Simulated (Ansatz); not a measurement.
Density of states of Ti₃Sn (Cmcm, 8 atoms in the cell).

```xyz
8
Lattice="2.8664 -5.2485 0.0000 2.8664 5.2485 0.0000 0.0000 0.0000 4.7414" Properties=species:S:1:pos:R:3 pbc="T T T"
Ti     2.8664     3.3688     3.5561
Ti     2.8664    -3.3688     1.1854
Ti     1.3827     0.7685     3.5561
Ti     4.3500    -0.7685     1.1854
Ti     1.3827    -0.7685     1.1854
Ti     4.3500     0.7685     3.5561
Sn     2.8664    -1.7562     3.5561
Sn     2.8664     1.7562     1.1854
```

Method of the run: PBEsol, default PAW files made with PBE (plane waves; Ansatz, a first-principles code).

SCF settings: kpoints.mp_grid.grid = 4 4 5; hamiltonian.xc = pbesol; hamiltonian.pseudopotentials = {kind: paw} (the program's default PAW files); scf.occupations.method = gaussian; scf.occupations.width = 0.0037 Ry. Keys of the DOS step: output.dos.nscf_kmesh.grid = 6 6 8; output.dos.method = {smearing: {sigma: 0.3}} eV.

The starting cell comes from a database of computed structures (which also holds hypothetical and non-ambient phases and stackings), without a prior relaxation at this level. Spin polarisation is off.

Total DOS (both spins), as means of the tabulated values in each energy bin; the zero is the program's Fermi level or highest filled level, and the curve is cut to this window:

```
E (eV) | states/eV/cell
    -7.88 | ######## 3.43
    -7.62 | ###### 2.79
    -7.38 | ## 1.07
    -7.12 |  0.18
    -6.88 |  0.01
    -6.62 |  0.00
    -6.38 |  0.00
    -6.12 |  0.00
    -5.88 |  0.00
    -5.62 |  0.01
    -5.38 |  0.08
    -5.12 | # 0.41
    -4.88 | ### 1.35
    -4.62 | ###### 2.56
    -4.38 | ####### 3.08
    -4.12 | ######## 3.31
    -3.88 | ######## 3.50
    -3.62 | ####### 2.97
    -3.38 | ###### 2.66
    -3.12 | ####### 3.11
    -2.88 | ########## 4.27
    -2.62 | ############ 5.20
    -2.38 | ############## 6.17
    -2.12 | ################# 7.49
    -1.88 | ################## 7.93
    -1.62 | ############### 6.37
    -1.38 | ########## 4.36
    -1.12 | ############ 5.20
    -0.88 | ##################### 9.15
    -0.62 | ############################## 12.9
    -0.38 | ########################### 11.7
    -0.12 | ##################### 9.02
     0.12 | ###################### 9.42
     0.38 | ######################## 10.3
     0.62 | ###################### 9.23
     0.88 | #################### 8.57
```

Around zero the curve holds about 8.9 states/eV/cell.

Keys are those of Ansatz 0.2.
